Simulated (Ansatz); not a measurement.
Abridged Ansatz (an electronic-structure program) output:

```
Relaxation: its limit of steps is 30 (relax.max_steps)
Pseudopotential: K, paw, valence charge 9
Pseudopotential: Sn, paw, valence charge 14
Pseudopotential: O, paw, valence charge 6
Crystal: 7 atoms, lattice volume = 147.469 Å³
Basis set: ecut = 420 eV, 2865 PW (Γ), exchange–correlation on 80×80×80 points (8 copies of the dense FFT grid, shifted against one another)
Bands: 39, of which v1, the nominal top of the filled ones, is band 31 counted from 1 (30 counted from 0)
Symmetry: 12 space group operations
k-points: 116 of 1000
Functional: x = pbesol(κ = 0.804, μ = 0.12345679012345678), c = pbesol(β = 0.046)
SCF iter   1: F=—  HF=-16623.267817 eV  |F-HF|=—  |Δ(HF+E_count)|=         —  Δρ=3.01e-2  dr2=1.72e0  ethr=1.77e-3  ⟨swp⟩=9.1  Hψ=22596  notcnv=0  defer=14
SCF iter   2: F=—  HF=-16622.841850 eV  |F-HF|=—  |Δ(HF+E_count)|=   4.26e-1  Δρ=2.24e-2  dr2=6.39e-1  ethr=1.77e-3  ⟨swp⟩=3.9  Hψ=10421  notcnv=0  defer=280
SCF 1 converged in 11 iterations: F = -16622.527501 eV  dr2 = 4.24e-11
relax step   1: F+E_penalty+E_count = -16622.52750149 eV  Δ(F+E_penalty+E_count) = +0.000e0 eV  max|allowed force component| = 1.717e0 eV/Å  Δτ_max = 0.0000 Å  (11 SCF iters, accepted)
Crystal: 7 atoms, lattice volume = 147.469 Å³
SCF iter   1: F=—  HF=-16622.744386 eV  |F-HF|=—  |Δ(HF+E_count)|=         —  Δρ=1.25e-2  dr2=1.49e-1  ethr=2.32e-4  ⟨swp⟩=1.5  Hψ=19185  notcnv=0  defer=193
SCF iter   2: F=—  HF=-16622.707352 eV  |F-HF|=—  |Δ(HF+E_count)|=   3.70e-2  Δρ=5.94e-3  dr2=3.95e-2  ethr=2.32e-4  ⟨swp⟩=3.9  Hψ=8979  notcnv=0  defer=193
SCF 2 converged in 9 iterations: F = -16622.686651 eV  dr2 = 2.09e-10
relax step   2: F+E_penalty+E_count = -16622.68665105 eV  Δ(F+E_penalty+E_count) = -1.591e-1 eV  max|allowed force component| = 1.147e-1 eV/Å  Δτ_max = 0.0971 Å  (9 SCF iters, accepted)
Crystal: 7 atoms, lattice volume = 147.469 Å³
SCF iter   1: F=—  HF=-16622.687519 eV  |F-HF|=—  |Δ(HF+E_count)|=         —  Δρ=7.67e-4  dr2=5.56e-4  ethr=8.60e-6  ⟨swp⟩=3.5  Hψ=11087  notcnv=0  defer=299
SCF iter   2: F=—  HF=-16622.687382 eV  |F-HF|=—  |Δ(HF+E_count)|=   1.36e-4  Δρ=3.66e-4  dr2=1.51e-4  ethr=8.83e-7  ⟨swp⟩=2.0  Hψ=8866  notcnv=0  defer=299
SCF 3 converged in 8 iterations: F = -16622.687313 eV  dr2 = 1.22e-11
relax step   3: F+E_penalty+E_count = -16622.68731329 eV  Δ(F+E_penalty+E_count) = -6.622e-4 eV  max|allowed force component| = 1.584e-3 eV/Å  Δτ_max = 0.0059 Å  (8 SCF iters, accepted)
[...]
E sigma→0 (E₀):  -16622.684759 eV
Entropy (-TS):   -0.005108 eV (-0.730 meV/atom)
Fermi energy:    5.531881 eV
--- Forces (eV/Å), atoms counted from 1 ---
  atom   1  K      0.00000000     0.00000000    -0.00000000
  atom   2  K      0.00000000     0.00000000    -0.00000000
  atom   3  Sn     0.00000000     0.00000000    -0.00158392
  atom   4  Sn     0.00000000    -0.00000000     0.00158392
  atom   5  O      0.00000000     0.00000000    -0.00000000
  atom   6  O      0.00000000    -0.00000000    -0.00000000
  atom   7  O      0.00000000     0.00000000     0.00000000
--- Stress (GPa, compression-positive) ---
        5.750399       0.000000       0.000000
        0.000000       5.750399       0.000000
        0.000000      -0.000000       4.969462
  P = ⅓ Tr σ = 5.4901 GPa (54.901 kbar)
--- Relaxed structure (3 steps of the walk, 3 accepted, 0 SCFs on fresh bases) ---
  atoms:
    - { symbol: K, position: [0.5, 0.5, 0.5] }
    - { symbol: K, position: [-8.7948838376889e-21, -8.794883837689112e-21, -8.794883837689028e-21] }
    - { symbol: Sn, position: [0.2364582524838318, 0.2364582524838318, 0.23645825248383182] }
    - { symbol: Sn, position: [0.7635417475161683, 0.7635417475161683, 0.7635417475161684] }
    - { symbol: O, position: [-5.551115123125783e-17, 0.5, 2.7755575615628914e-17] }
    - { symbol: O, position: [0.0, 0.0, 0.5] }
    - { symbol: O, position: [0.5, -5.551115123125783e-17, 2.7755575615628914e-17] }
```

### Question
What was computed, and what are the main results?

### Answer
K2Sn2O3, 7 atoms in the cell, with PBEsol/PAW in Ansatz, no spin-orbit coupling. The last SCF converged to F = -16622.687313 eV, or -2374.6696 eV per atom. The total energy compares only with runs of the same code, potentials and settings.

Charged cell with a jellium background: band edges are those of the host's band count, energies are not comparable with the neutral cell, and many-body gap narrowing is missing. Whether these cells are dynamically stable was not tested. The cell was made from K₂Sn₂O₃ (space group R-3m, No. 166) by this change: holes 7.0×10^21 cm⁻³.

Keys are those of Ansatz 0.2.
